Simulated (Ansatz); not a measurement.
The parent structure is AlP in the zinc blende structure (space group F-43m, No. 216; a = 5.471 Å).

All numbers come from plane-wave PAW DFT at the PBEsol level (Ansatz, a quantum-chemistry and plane-wave program, 420 eV), without spin-orbit coupling.

One change was made to it. Results:

```json
[
 {"quantity": "volume per atom", "base": "20.46 Å³", "after": "32.86 Å³"},
 {"quantity": "band gap", "base": "1.45 eV", "after": "zero"}
]
```

Question: What was done to the base?
(A) Al → Bi
(B) P → Ga
(C) Al → B

Answer: A, Al → Bi. For comparison, the volume per atom in the other runs: Al → B gives 11.54 Å³; P → Ga gives 24.83 Å³.

Stability against distortions was not tested. As relaxed here, BiP and AlGa are hypothetical phases, not in the database extracts checked. All final runs are without spin polarisation.
